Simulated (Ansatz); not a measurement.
Phonon-limited resistivity of Mo3Si (Pm-3n) against temperature in μΩ·cm, PBEsol, DFPT electron-phonon coupling, linearised Boltzmann equation (Ansatz, a quantum-chemistry and plane-wave program), harmonic crystal at a fixed cell.

```
T          ρ
-----  -----
50 K   0.194
77 K    1.06
100 K    2.2
150 K    [?]
200 K    [?]
250 K   11.0
273 K   12.3
300 K   13.7
350 K   16.4
400 K   19.1
500 K     24
600 K     29
800 K     40
```

Q: Some entries are withheld; supply them.

A: 
- 150 K, ρ: 5.2
- 200 K, ρ: 8.1

A metal at this level (no band gap). Only scattering by harmonic phonons is included (no impurities, grain boundaries, electron-electron scattering or thermal expansion). Spin-orbit coupling is left out. Halving the electron mesh (20x20x20) moves the resistivity by up to 11 %. Smearing 0.20 eV; phonons on a 3x3x3 q mesh, which this run doesn't test and which matters most at low temperature.

Formula and space group known from diffraction (Crystallography Open Database), not checked to be the room-temperature form: Mo3Si (Pm-3n).
